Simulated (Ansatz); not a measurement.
BN under load (space group I-4m2), Ansatz (a quantum-chemistry and plane-wave program) with r2SCAN, rigid bands. Condition of this run: uniaxial stress along [001] of 9 GPa (compression positive) (the target of the relaxation). Band gap 4.74 eV, N_c = 6.91e18 cm⁻³ and N_v = 1.40e19 cm⁻³ at 300 K, conductivity masses along z (a = (0.00, 1.81, 1.78) Å; b = (1.81, 0.00, 1.78) Å; c = (1.81, 1.81, 0.00) Å) of 0.859 mₑ (electrons) and 0.775 mₑ (holes). Take k_BT = 0.02585 eV.

Q: Find the intrinsic carrier density and the intrinsic Fermi level.

A: n_i = √(N_c N_v) exp(−E_g/2k_BT) = 9.84e18 × exp(−91.68) = 1.5e-21 cm⁻³. The level lies (k_BT/2) ln(N_v/N_c) = 9 meV from mid-gap (positive towards the conduction band). Each 0.1 eV added to the gap lowers n_i by a factor of 6.9.

Q: What thermal injection velocity √(2k_BT/πm) limits a ballistic channel along the direction named?

A: 5.80e6 cm/s for electrons and 6.11e6 cm/s for holes, a ratio of √(m_h/m_e) = 0.950, for dilute carriers.

Q: A film of it is 2 nm thick, with its normal along the direction named. Estimate the confinement energies in an infinite well.

A: ħ²π²/(2m t²) = 0.376 eV·nm²/(m/mₑ × t²) gives 109 meV for electrons and 121 meV for holes, so the gap would widen to about 4.97 eV. Finite barriers and nonparabolic bands lower this, and with several valleys or bands the heaviest mass along the normal sets the lowest level, not this average.

Rigid bands with the computed gap; masses take one relaxation time for all states. Spin-orbit coupling is left out. Geometry: cell and atoms relaxed with PBEsol.
